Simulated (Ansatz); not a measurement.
Ir, response to strain

Consider Ir in the fcc (Cu type) structure (space group Fm-3m, No. 225; a = 3.831 Å; relaxed with 0.1 eV smearing). Axes: x, y, z lie along the cube axes.

Strains are applied to the cell and any free atomic positions relax; under biaxial strain the out-of-plane vector relaxes too.

The values are results of PBEsol/PAW in Ansatz (a quantum-chemistry and plane-wave program), no spin-orbit coupling, not measurements.

Notes on the quantities. energy relative to the base: free energy F; in-plane stress: mean in-plane stress (compression positive).

| case | energy relative to the base | volume per atom | in-plane stress |
|---|---|---|---|
| base | 0 meV/atom | 14.06 Å³ | – |
| biaxial strain −2.08 %, plane normal [111], relaxed out of plane | +35 meV/atom | 13.63 Å³ | +20.4 GPa |
| biaxial strain −1.67 %, plane normal [111], relaxed out of plane | +22 meV/atom | 13.71 Å³ | +16.0 GPa |
| biaxial strain −1.25 %, plane normal [111], relaxed out of plane | +12 meV/atom | 13.80 Å³ | +11.6 GPa |
| biaxial strain −0.42 %, plane normal [111], relaxed out of plane | +1.4 meV/atom | 13.97 Å³ | +3.7 GPa |
| biaxial strain +0.42 %, plane normal [111], relaxed out of plane | (withheld) | (withheld) | (withheld) |
| biaxial strain +1.25 %, plane normal [111], relaxed out of plane | +11 meV/atom | 14.32 Å³ | -9.9 GPa |
| biaxial strain +1.67 %, plane normal [111], relaxed out of plane | +20 meV/atom | 14.41 Å³ | -12.9 GPa |
| biaxial strain +2.08 %, plane normal [111], relaxed out of plane | +30 meV/atom | 14.49 Å³ | -15.6 GPa |
| biaxial strain +2.50 %, plane normal [111], relaxed out of plane | +43 meV/atom | 14.58 Å³ | -18.3 GPa |

Question: Fill in the withheld entries from the trend.

Answer: 
- biaxial strain +0.42 %, plane normal [111], relaxed out of plane, energy relative to the base: +1.3 meV/atom
- biaxial strain +0.42 %, plane normal [111], relaxed out of plane, volume per atom: 14.15 Å³
- biaxial strain +0.42 %, plane normal [111], relaxed out of plane, in-plane stress: -3.5 GPa

No phonon test of stability was made. All final runs are without spin polarisation.
